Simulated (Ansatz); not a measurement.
Effective masses and thermopower of C (P6_3/mmc)

Given:

```
CELL_PARAMETERS angstrom
      2.47880     0.00000     0.00000
     -1.23940     2.14671     0.00000
      0.00000     0.00000     4.16185
ATOMIC_POSITIONS crystal
  C  0.33333 0.66667 0.00043
  C  0.66667 0.33333 0.50043
  C  0.33333 0.66667 0.37457
  C  0.66667 0.33333 0.87457
```

These are PBE, rigid bands (plane waves, PAW, scalar-relativistic; Ansatz, a program for electronic structure) values and carry that method's errors. Condition of this run: biaxial stress in the c plane of 11 GPa (compression positive) (the target of the relaxation). Cell: cell and atoms relaxed with PBEsol, then loaded as said.

```
Quantity                                                                                                                                                          Result
---------------------------------------------------------------------------------------------------------------------------------------  -------------------------------
band gap                                                                                                                                                         3.21 eV
electron conductivity mass (300 K, dilute)                                                                                               0.47 (x), 0.47 (y), 0.28 (z) mₑ
hole conductivity mass (300 K, dilute)                                                                                                   0.47 (x), 0.47 (y), 0.71 (z) mₑ
effective density of states N_c (300 K)                                                                                                                      1.2e19 cm⁻³
effective density of states N_v (300 K)                                                                                                                      2.0e19 cm⁻³
density-of-states mass, electrons                                                                                                                                0.62 mₑ
density-of-states mass, holes                                                                                                                                    0.85 mₑ
Seebeck coefficient, n-type 1e19 cm⁻³, 300 K                                                                                                                   -239 μV/K
best n-type power factor at 300 K for τ = 10 fs (best axis; densities from 1e16 to 1e21 cm⁻³ tried, whether or not they can be reached)      7.3 μW/(cm·K²) at 3e19 cm⁻³
Seebeck coefficient, p-type 1e19 cm⁻³, 300 K                                                                                                                    276 μV/K
best p-type power factor at 300 K for τ = 10 fs (best axis; densities from 1e16 to 1e21 cm⁻³ tried, whether or not they can be reached)      6.8 μW/(cm·K²) at 1e20 cm⁻³
```

Rigid bands; masses and Seebeck coefficients take one relaxation time τ for all states and one kind of carrier; polarons and phonon drag are left out. Spin-orbit coupling is left out. Geometry: cell and atoms relaxed with PBEsol.
